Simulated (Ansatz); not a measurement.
## SiC: energy against strain

SiC (4H polytype, P6_3mc, 10.138 Å³/atom and stress up to 0.01 GPa in the relaxed cell, c along z) under an equal strain ε in the (0001) plane with the normal axis free, as in a coherent film. LDA in Ansatz, a plane-wave DFT program (PAW, default set), 420 eV, 12×12×4 Γ-centred mesh, Fermi-Dirac smearing 0.05 eV; ions are relaxed, or left where forces stay under 0.02 eV/Å, within the symmetry of each cell.

Here s stands for strain and y for E less E0.

```
strain (%)  E less E0 (meV/atom)
----------  --------------------
-3.00                          ?
-1.50                       9.10
-0.75                       2.24
0.00                        0.00
0.75                        2.17
1.50                        8.54
```

The 5 complete rows are fitted with a parabola, y against s. Least squares gives y = 0.000 - 0.1587·s + 3.9200·s². Residuals (row less fit): 0.042, -0.084, 0.000, 0.084, -0.042; standard error 0.094 (degrees of freedom: 2). The quadratic coefficient over the volume, 3.9200 meV × 10⁴ × 0.1602 / 10.138 Å³, is the biaxial elastic modulus of this plane = 619 ± 7 GPa (± standard error of the fit, which holds the terms cut off).

Task: Estimate the missing y (s = -3.00); what did the run itself give?

Result: y = 0.000 - 0.1587 × (-3.00) + 3.9200 × (-3.00)² = 35.756 meV/atom. The calculation gives 37.64 meV/atom, 1.884 meV/atom above the prediction (5.0 % of the range of y in the table). The row lies outside the fitted rows, so this is an extrapolation. From the scatter of the fitted rows alone, a prediction at this place has a standard error of 0.385 meV/atom, so the miss is 4.9 times that.

A polynomial of degree 3 through the 8 other runs of the series gives 37.61 there, so most of the miss is curvature that the fit leaves out. The start is a measured cell from the literature; how it stands against other phases or cation orders wasn't checked. Rows are the converged runs of the series near zero and its far end; series whose fitted rows scatter by over a few per cent of the range, as at a crossing or softening among them, aren't shown in this form, nor equations of state whose B0' disagrees with the runs' pressures. Most that stay on the fit to the last digits aren't either.
